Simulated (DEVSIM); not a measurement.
Ge n-i-p diode

Structure: Ge n-i-p diode, at 300 K.

```csv
layer (left to right),material,thickness (μm),Nd (cm⁻³),Na (cm⁻³),τn (s),τp (s)
1,Ge,0.100,3.8e17,-,4.3e-5,4.3e-5
2,Ge,0.320,-,1.1e13,4.3e-5,4.3e-5
3,Ge,0.840,-,2e18,4.3e-5,4.3e-5
```

Left contact: ohmic. Right contact: ohmic. Voltage is applied to the left contact. Recombination: SRH at mid-gap, Auger. Mobility is μmin + (μ − μmin)/(1 + (N/Nref)^α).

Constants are typed, rounded textbook-type inputs, not results; the design itself was drawn at random and stands for no fabricated device. Values at 300 K.

| parameter | Ge |
|---|---|
| gap (eV) | 0.664 |
| affinity (eV) | 4 |
| permittivity | 16 |
| Nc (cm⁻³) | 1.04e19 |
| Nv (cm⁻³) | 6e18 |
| μn (cm²/Vs) | 3900 |
| μp (cm²/Vs) | 1900 |
| μn,min | 150 |
| μp,min | 100 |
| Nref,n | 2.6e17 |
| Nref,p | 4e17 |
| αn | 0.56 |
| αp | 0.6 |
| Cn (cm⁶/s) | 1e-31 |
| Cp (cm⁶/s) | 1e-31 |

Simulated with DEVSIM: 1D drift-diffusion, Boltzmann statistics, complete ionisation; no tunnelling, impact ionisation, image-force lowering or self-heating.

The potential step across the device at zero bias comes out as 0.550 V, the dark forward voltage at 1 A/cm² comes out as 0.196 V and the dark forward voltage at 100 A/cm² is 0.316 V.

Dark forward current:

```json
[
 {"V (V)": "-0.05", "J (A/cm²)": "-0.0031"},
 {"V (V)": "-0.10", "J (A/cm²)": "-0.024"},
 {"V (V)": "-0.15", "J (A/cm²)": "-0.17"},
 {"V (V)": "-0.20", "J (A/cm²)": "-1.2"},
 {"V (V)": "-0.25", "J (A/cm²)": "-8.1"},
 {"V (V)": "-0.30", "J (A/cm²)": "-55"},
 {"V (V)": "-0.35", "J (A/cm²)": "-360"},
 {"V (V)": "-0.40", "J (A/cm²)": "-2200"}
]
```

Dark reverse current:

```tsv
V (V)	J (A/cm²)
0.10	0.00051
0.25	0.00053
0.50	0.00054
0.75	0.00055
1.00	0.00056
1.50	0.00058
```
